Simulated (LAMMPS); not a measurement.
LAMMPS 22 Jul 2025, classical MD, SNAP (Ni_Zuo_JPCA2020.snapcoeff): Ni, 864 atoms.

| Quantity | Value |
|---|---|
| task | MD, nve |
| potential | SNAP, Ni_Zuo_JPCA2020.snapcoeff Ni_Zuo_JPCA2020.snapparam |
| copies of the repeat unit | 6×6×6 |
| shape (slab and sphere leave vacuum in the box) | bulk |
| neighbor skin | 2 Å |
| neigh_modify | every 1 delay 0 check yes |
| newton | on (default) |
| atom_modify sort (bins of 2 Å where set) | 1000 (default) |
| comm_style | brick (default) |
| box | 21.1 × 21.1 × 21.1 Å |
| start | generated fcc lattice, warmed in an untimed run |

All runs start from one configuration, warmed at this fixed volume for 300 steps under a thermostat at 100 K. The run at the shortest step has a mean temperature of 101 K and a mean pressure of 0.2 GPa.

Each run covers about 0.40 ps at constant energy (mean temperature 101 K at the shortest step); σ is the standard deviation over the printed steps. Each setting ran once; only counts and results are compared.

Steps tried: 0.5 fs, 1 fs, 2 fs, 2.5 fs, 4 fs, 5 fs, 8 fs, 10 fs, 16 fs, 20 fs, 32 fs.

Q: Choose the longest time step that keeps σ(total energy)/σ(kinetic energy) under 10 %.

A: 10 fs.

```
time step  σ(E total)/σ(E kinetic)  last minus first total energy (meV/atom)  mean temperature (K)
---------  -----------------------  ----------------------------------------  --------------------
0.5 fs                     0.00011                               under 0.001                   101
1 fs                       0.00044                               under 0.001                   101
2 fs                        0.0018                               under 0.001                   101
2.5 fs                      0.0027                               under 0.001                   101
4 fs                        0.0071                               under 0.001                   100
5 fs                         0.011                                   +0.0015                   100
8 fs                         0.030                                   +0.0079                  99.4
10 fs                        0.049                                    +0.018                  98.8
16 fs                         0.15                                     +0.12                  95.9
20 fs                         0.26                                     +0.32                  93.2
32 fs                          1.6                                      +5.4                  86.0
```

The bar is a choice.
